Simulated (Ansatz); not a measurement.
Partial pair distribution functions of a relaxed model of amorphous Ge$_{14}$Sb$_{28}$Te$_{56}$, broadened by 0.06 Å; density 6.20 g/cm³. Method: PBE-D3(BJ), scalar-relativistic without spin-orbit coupling, PAW (Ansatz default set, large-core Te) (plane waves to 420 eV; Ansatz, a program for electronic structure).

Preparation: random packing, a CHGNet melt and quench, and a DFT relaxation. The hot cell started wider than the set density and was brought back towards it in steps. It is the lowest in DFT energy of 8 quenches. It is a model cell: composition and starting density were chosen by hand, and all elements were melted together. The geometry includes D3(BJ) dispersion. Its density started from a set value of 5.91 and ended at 6.20 g/cm³. Cooling (nominally 40 K/ps over its main leg) ran many orders faster than in experiment, which tends to leave more defects and strain. Values belong to this one cell and scatter from quench to quench. Volume and shape were free in the relaxation. Stress components on the final sampling reach 0.5 GPa. On a 2×2×2 Γ-centred mesh force components of up to 0.36 eV/Å stay, since the relaxation ran on the zone centre alone.

```json
[
 {"r (Å)": "2.45", "g Sb-Te": "0.00", "g Ge-Te": "0.00", "g Ge-Ge": "0.00", "g Sb-Sb": "0.00"},
 {"r (Å)": "2.55", "g Sb-Te": "0.00", "g Ge-Te": "0.16", "g Ge-Ge": "0.00", "g Sb-Sb": "0.00"},
 {"r (Å)": "2.65", "g Sb-Te": "0.02", "g Ge-Te": "1.78", "g Ge-Ge": "0.00", "g Sb-Sb": "0.00"},
 {"r (Å)": "2.75", "g Sb-Te": "0.71", "g Ge-Te": "6.23", "g Ge-Ge": "0.00", "g Sb-Sb": "0.01"},
 {"r (Å)": "2.85", "g Sb-Te": "4.05", "g Ge-Te": "6.07", "g Ge-Ge": "0.00", "g Sb-Sb": "0.21"},
 {"r (Å)": "2.95", "g Sb-Te": "5.89", "g Ge-Te": "2.73", "g Ge-Ge": "0.00", "g Sb-Sb": "0.76"},
 {"r (Å)": "3.05", "g Sb-Te": "4.69", "g Ge-Te": "1.46", "g Ge-Ge": "0.00", "g Sb-Sb": "0.42"},
 {"r (Å)": "3.15", "g Sb-Te": "3.48", "g Ge-Te": "1.16", "g Ge-Ge": "0.01", "g Sb-Sb": "0.03"},
 {"r (Å)": "3.25", "g Sb-Te": "2.29", "g Ge-Te": "0.88", "g Ge-Ge": "0.44", "g Sb-Sb": "0.05"},
 {"r (Å)": "3.35", "g Sb-Te": "1.24", "g Ge-Te": "1.61", "g Ge-Ge": "1.56", "g Sb-Sb": "0.70"},
 {"r (Å)": "3.45", "g Sb-Te": "1.20", "g Ge-Te": "1.71", "g Ge-Ge": "1.35", "g Sb-Sb": "0.79"},
 {"r (Å)": "3.55", "g Sb-Te": "0.82", "g Ge-Te": "0.99", "g Ge-Ge": "0.90", "g Sb-Sb": "0.24"},
 {"r (Å)": "3.65", "g Sb-Te": "0.43", "g Ge-Te": "1.27", "g Ge-Ge": "0.32", "g Sb-Sb": "0.46"},
 {"r (Å)": "3.75", "g Sb-Te": "0.31", "g Ge-Te": "1.08", "g Ge-Ge": "1.40", "g Sb-Sb": "0.96"},
 {"r (Å)": "3.85", "g Sb-Te": "0.22", "g Ge-Te": "0.63", "g Ge-Ge": "2.60", "g Sb-Sb": "1.28"},
 {"r (Å)": "3.95", "g Sb-Te": "0.34", "g Ge-Te": "0.48", "g Ge-Ge": "2.27", "g Sb-Sb": "2.23"},
 {"r (Å)": "4.05", "g Sb-Te": "0.42", "g Ge-Te": "0.30", "g Ge-Ge": "0.44", "g Sb-Sb": "1.60"},
 {"r (Å)": "4.15", "g Sb-Te": "0.59", "g Ge-Te": "0.21", "g Ge-Ge": "0.97", "g Sb-Sb": "2.04"},
 {"r (Å)": "4.25", "g Sb-Te": "0.75", "g Ge-Te": "0.64", "g Ge-Ge": "0.24", "g Sb-Sb": "2.71"},
 {"r (Å)": "4.35", "g Sb-Te": "0.82", "g Ge-Te": "0.98", "g Ge-Ge": "0.02", "g Sb-Sb": "2.32"},
 {"r (Å)": "4.45", "g Sb-Te": "0.60", "g Ge-Te": "0.80", "g Ge-Ge": "0.40", "g Sb-Sb": "1.85"},
 {"r (Å)": "4.55", "g Sb-Te": "0.76", "g Ge-Te": "0.60", "g Ge-Ge": "0.98", "g Sb-Sb": "0.84"},
 {"r (Å)": "4.65", "g Sb-Te": "0.94", "g Ge-Te": "0.40", "g Ge-Ge": "1.25", "g Sb-Sb": "0.63"},
 {"r (Å)": "4.75", "g Sb-Te": "0.65", "g Ge-Te": "0.52", "g Ge-Ge": "0.82", "g Sb-Sb": "0.70"},
 {"r (Å)": "4.85", "g Sb-Te": "0.49", "g Ge-Te": "0.57", "g Ge-Ge": "0.44", "g Sb-Sb": "0.80"},
 {"r (Å)": "4.95", "g Sb-Te": "0.65", "g Ge-Te": "0.92", "g Ge-Ge": "1.09", "g Sb-Sb": "0.98"},
 {"r (Å)": "5.05", "g Sb-Te": "0.88", "g Ge-Te": "0.85", "g Ge-Ge": "0.76", "g Sb-Sb": "0.74"},
 {"r (Å)": "5.15", "g Sb-Te": "0.83", "g Ge-Te": "0.82", "g Ge-Ge": "0.98", "g Sb-Sb": "0.88"},
 {"r (Å)": "5.25", "g Sb-Te": "0.89", "g Ge-Te": "0.70", "g Ge-Ge": "0.65", "g Sb-Sb": "0.82"},
 {"r (Å)": "5.35", "g Sb-Te": "1.06", "g Ge-Te": "0.65", "g Ge-Ge": "0.12", "g Sb-Sb": "1.00"},
 {"r (Å)": "5.45", "g Sb-Te": "1.00", "g Ge-Te": "0.97", "g Ge-Ge": "0.53", "g Sb-Sb": "0.85"},
 {"r (Å)": "5.55", "g Sb-Te": "0.65", "g Ge-Te": "1.03", "g Ge-Ge": "0.54", "g Sb-Sb": "0.78"},
 {"r (Å)": "5.65", "g Sb-Te": "0.76", "g Ge-Te": "0.78", "g Ge-Ge": "0.78", "g Sb-Sb": "0.45"},
 {"r (Å)": "5.75", "g Sb-Te": "0.73", "g Ge-Te": "0.81", "g Ge-Ge": "0.84", "g Sb-Sb": "0.55"},
 {"r (Å)": "5.85", "g Sb-Te": "0.94", "g Ge-Te": "0.99", "g Ge-Ge": "1.05", "g Sb-Sb": "1.00"},
 {"r (Å)": "5.95", "g Sb-Te": "1.05", "g Ge-Te": "0.98", "g Ge-Ge": "0.95", "g Sb-Sb": "1.16"}
]
```

Within 3.40 Å each Sb has 4.71 Te neighbours on average.
